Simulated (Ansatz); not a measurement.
**BeS: pressure series**

Consider BeS in the zinc blende structure (space group F-43m, No. 216; a = 4.869 Å).

Cell and atoms are relaxed at each pressure.

The values are results of Ansatz (a quantum-chemistry and plane-wave program) r2SCAN, no spin-orbit coupling, not measurements.

Notes on the quantities. enthalpy: H = E + PV relative to the base's energy.

```json
[
 {"case": "base", "band gap": "3.59 eV", "lattice parameter a": "4.869 Å", "enthalpy": "–"},
 {"case": "pressure −2 GPa", "band gap": "3.63 eV", "lattice parameter a": "4.903 Å", "enthalpy": "-0.18 eV/atom"},
 {"case": "pressure −1 GPa", "band gap": "3.61 eV", "lattice parameter a": "4.885 Å", "enthalpy": "-0.09 eV/atom"},
 {"case": "pressure 0.9 GPa", "band gap": "3.57 eV", "lattice parameter a": "4.854 Å", "enthalpy": "+0.08 eV/atom"},
 {"case": "pressure 2.1 GPa", "band gap": "3.54 eV", "lattice parameter a": "4.835 Å", "enthalpy": "+0.19 eV/atom"},
 {"case": "pressure 4.5 GPa", "band gap": "3.49 eV", "lattice parameter a": "4.800 Å", "enthalpy": "+0.40 eV/atom"},
 {"case": "pressure 9 GPa", "band gap": "3.40 eV", "lattice parameter a": "4.741 Å", "enthalpy": "+0.78 eV/atom"},
 {"case": "pressure 15 GPa", "band gap": "3.28 eV", "lattice parameter a": "4.674 Å", "enthalpy": "+1.27 eV/atom"},
 {"case": "pressure 22.5 GPa", "band gap": "3.15 eV", "lattice parameter a": "4.603 Å", "enthalpy": "+1.85 eV/atom"},
 {"case": "pressure 30 GPa", "band gap": "3.02 eV", "lattice parameter a": "4.541 Å", "enthalpy": "+2.41 eV/atom"}
]
```

Load acts through the strain it causes; cell and atoms are relaxed under it. No phonon test of stability was made. Competing high-pressure phases were not computed.
